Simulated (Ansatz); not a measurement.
Faces of fluorite-type NiSi2 in 1x1 cells, as slabs relaxed from ideal cuts; for each face the lowest of the symmetric, stoichiometric cuts and spin starts that were computed. The slabs keep the symmetry of their cuts; real faces may buckle, or reconstruct in larger cells. No spin-orbit coupling, no Hubbard U.

Computed with PBE (plane waves to 420 eV, PAW; Ansatz, an electronic-structure program).

```
face   cell area (Å²)  outermost plane spacing of the ideal cut (Å)  γ unrelaxed (J/m²)  γ relaxed (J/m²)  work function, top face (eV)
-----  --------------  --------------------------------------------  ------------------  ----------------  ----------------------------
(110)           20.97                                          1.93                1.21              1.09                          4.61
(111)           12.84                                          0.79                1.06              1.00                    (withheld)
(211)           36.31                                          1.11                1.40        (withheld)                          4.79
```

Question: Complete the blanks.

Answer: 
- (111), work function, top face (eV): 4.59
- (211), γ relaxed (J/m²): 1.24
